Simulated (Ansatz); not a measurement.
A computed series for MgSe: response to strain

The parent structure is MgSe in the rock salt structure (space group Fm-3m, No. 225).

```xyz
2
Lattice="0.0000 2.7248 2.7248 2.7248 0.0000 2.7248 2.7248 2.7248 0.0000" Properties=species:S:1:pos:R:3 pbc="T T T"
Mg     0.0000     0.0000     0.0000
Se     2.7248     2.7248     2.7248
```

Strains are applied to the cell and any free atomic positions relax.

Method: Ansatz (a program for electronic structure) PBEsol, no spin-orbit coupling.

Notes on the quantities. energy relative to the base: free energy F.

| change | band gap | smallest direct gap | volume per atom | energy relative to the base |
|---|---|---|---|---|
| base | 1.78 eV | 2.50 eV | 20.23 Å³ | 0 meV/atom |
| isotropic strain −3.00 % | 1.92 eV | 3.15 eV | 18.46 Å³ | +36 meV/atom |
| isotropic strain −1.50 % | (withheld) | 2.81 eV | 19.33 Å³ | +8.7 meV/atom |
| isotropic strain −1.00 % | 1.82 eV | 2.71 eV | 19.63 Å³ | +3.8 meV/atom |
| isotropic strain −0.50 % | 1.80 eV | 2.61 eV | 19.93 Å³ | +0.9 meV/atom |
| isotropic strain +0.50 % | 1.75 eV | 2.41 eV | 20.53 Å³ | +0.9 meV/atom |
| isotropic strain +1.00 % | 1.73 eV | 2.31 eV | 20.84 Å³ | +3.6 meV/atom |
| isotropic strain +1.50 % | (withheld) | 2.22 eV | 21.15 Å³ | (withheld) |
| isotropic strain +2.50 % | 1.66 eV | 2.04 eV | 21.79 Å³ | +21 meV/atom |
| isotropic strain +3.00 % | (withheld) | 1.96 eV | 22.11 Å³ | +30 meV/atom |

Question: Some entries are withheld; estimate them.

Answer: 
- isotropic strain −1.50 %, band gap: 1.85 eV
- isotropic strain +1.50 %, band gap: 1.71 eV
- isotropic strain +1.50 %, energy relative to the base: +7.9 meV/atom
- isotropic strain +3.00 %, band gap: 1.64 eV

Stability against distortions was not tested.
